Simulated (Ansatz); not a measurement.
The structure below was relaxed with DFT with PBEsol, PAW potentials and a 420 eV plane-wave cutoff in Ansatz (a first-principles code), spin-orbit coupling left out, at pressure 7.5 GPa.

```
CELL_PARAMETERS angstrom
      4.90165     0.00000     0.00000
      0.00000     4.90165     0.00000
      0.00000     0.00000     4.90165
ATOMIC_POSITIONS crystal
  Mo 0.50000 0.25000 0.00000
  Mo 0.50000 0.75000 0.00000
  Mo 0.25000 0.00000 0.50000
  Mo 0.75000 0.00000 0.50000
  Mo 0.00000 0.50000 0.25000
  Mo 0.00000 0.50000 0.75000
  Ir 0.50000 0.50000 0.50000
  Ir 0.00000 0.00000 0.00000
```

**Question.** Find the space group and the Wyckoff positions.

**Answer.** Space group Pm-3n (No. 223); a = 4.9017 Å, b = 4.9017 Å, c = 4.9017 Å, α = 90.00°, β = 90.00°, γ = 90.00°

| atom | site | symmetry | x | y | z |
|---|---|---|---|---|---|
| Mo | 6c | -4m.2 | 0.0000 | 0.5000 | 0.2500 |
| Ir | 2a | m-3. | 0.0000 | 0.0000 | 0.0000 |

**Question.** Describe the coordination.

**Answer.** The crystal has 8 atoms in its conventional cell. Cell: a = 4.9017 Å, b = 4.9017 Å, c = 4.9017 Å, α = 90.00°, β = 90.00°, γ = 90.00°. Mo is coordinated by 2 Mo at 2.451 Å and 8 Mo at 3.002 Å and 4 Ir at 2.740 Å. Ir has 12 Mo at 2.740 Å. (Neighbours: up to the widest gap in distance over summed covalent radii, below 1.35, at either atom.)

Load acts through the strain it causes; cell and atoms are relaxed under it. Stability against distortions was not tested. No other phases were tried under pressure. The final runs are not spin-polarised. The cell was made from Mo3Ir in the A15 (Cr3Si type) structure (space group Pm-3n, No. 223; a cell from a computed database, its experimental status unchecked) by this change: pressure 7.5 GPa.
